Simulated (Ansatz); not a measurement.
We consider rock-salt PrN, described by PBEsol (PAW; Ansatz, an electronic-structure program).

A relaxed, unreconstructed slab of the (100) face has 12 atoms, two equal faces of 12.349 Å² each and an energy of -43336.5586 eV. A bulk cell of 4 atoms with the same orientation and in-plane k mesh has -14446.0088 eV. Energies are extrapolated to zero smearing.

Run with plane-wave cutoff 500 eV, 12×12×1 k mesh (along the axes of the cell as run), Fermi–Dirac smearing 0.05 eV, spin-polarised with parallel moments, scalar-relativistic PAW data made under PBE.

Worked out: γ = (E_slab − N E_bulk per atom)/2A = [-43336.5586 − 12 × (-14446.0088/4)]/(2 × 12.349) = 0.0594 eV/Å². With 16.022 J/m² per eV/Å² this is 0.95 J/m², or 0.73 eV per surface cell and face.

Note: the magnetic order was assumed, not searched for or taken from measurement; the 4f shell is treated without U or exact exchange, so its levels and filling can be wrong.
